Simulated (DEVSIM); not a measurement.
Device: Ti/Al2O3/p-Ge capacitor, at 350 K.

| layer (left to right) | material | thickness (nm) | Na (cm⁻³) |
|---|---|---|---|
| 1 | Al2O3 | 4.70 | - |
| 2 | Ge | 680 | 7.7e17 |

Metal gate on the left, work function 4.33 eV. Fixed charge at the semiconductor interface 0 cm⁻² (in units of +e); no interface traps.

The device is made up for the run: typed textbook-type constants, with dimensions and the other settings drawn at random. Values at 300 K; Nc and Nv go as T^1.5, mobilities as T to minus their exponent, the gap by Varshni's rule with the affinity fixed.

| parameter | Al2O3 | Ge |
|---|---|---|
| gap (eV) | 6.8 | 0.664 |
| affinity (eV) | 1.35 | 4 |
| permittivity | 9 | 16 |
| Nc (cm⁻³) | - | 1.04e19 |
| Nv (cm⁻³) | - | 6e18 |
| Varshni α (eV/K) | - | 0.000477 |
| Varshni β (K) | - | 235 |

Model (solved in DEVSIM): 1D Poisson equation in equilibrium, Boltzmann statistics, complete ionisation; no quantum confinement or tunnelling. Metal contacts follow the ideal Schottky-Mott rule: no Fermi-level pinning, no interface dipoles.

Question: Tabulate band edges, carrier densities and field at 0.2 V on the gate.

Answer: Energies count from the Fermi level of the right contact; mesh points crowd at the junctions.

| x (μm) | Ec (eV) | Ev (eV) | n (cm⁻³) | p (cm⁻³) | field (V/cm) |
|---|---|---|---|---|---|
| 0.000 | 2.780 | -4.020 | < 1e2 | < 1e2 | 370000 |
| 0.0008332 | 2.811 | -3.990 | < 1e2 | < 1e2 | 370000 |
| 0.002032 | 2.854 | -3.946 | < 1e2 | < 1e2 | 370000 |
| 0.003273 | 2.900 | -3.900 | < 1e2 | < 1e2 | 370000 |
| 0.004571 | 2.947 | -3.853 | < 1e2 | < 1e2 | 370000 |
| 0.005404 | 0.316 | -0.328 | 3.7e14 | 1.4e14 | 200000 |
| 0.006967 | 0.346 | -0.298 | 1.3e14 | 3.9e14 | 190000 |
| 0.01152 | 0.422 | -0.222 | 1.1e13 | 4.8e15 | 150000 |
| 0.01820 | 0.501 | -0.143 | 8.0e11 | 6.5e16 | 90000 |
| 0.03048 | 0.563 | -0.082 | 1.0e11 | 5.0e17 | 21000 |
| 0.05474 | 0.575 | -0.069 | 6.8e10 | 7.6e17 | 390 |
| 0.1187 | 0.575 | -0.069 | 6.8e10 | 7.7e17 | ≈ 0 |
| 0.2224 | 0.575 | -0.069 | 6.8e10 | 7.7e17 | ≈ 0 |
| 0.3878 | 0.575 | -0.069 | 6.8e10 | 7.7e17 | ≈ 0 |
| 0.5534 | 0.575 | -0.069 | 6.8e10 | 7.7e17 | ≈ 0 |
| 0.6161 | 0.575 | -0.069 | 6.8e10 | 7.7e17 | ≈ 0 |
| 0.6479 | 0.575 | -0.069 | 6.8e10 | 7.7e17 | ≈ 0 |
| 0.6652 | 0.575 | -0.069 | 6.8e10 | 7.7e17 | ≈ 0 |
| 0.6770 | 0.575 | -0.069 | 6.8e10 | 7.7e17 | ≈ 0 |
| 0.6810 | 0.575 | -0.069 | 6.8e10 | 7.7e17 | ≈ 0 |
| 0.6833 | 0.575 | -0.069 | 6.8e10 | 7.7e17 | ≈ 0 |
| 0.6847 | 0.575 | -0.069 | 6.8e10 | 7.7e17 | ≈ 0 |
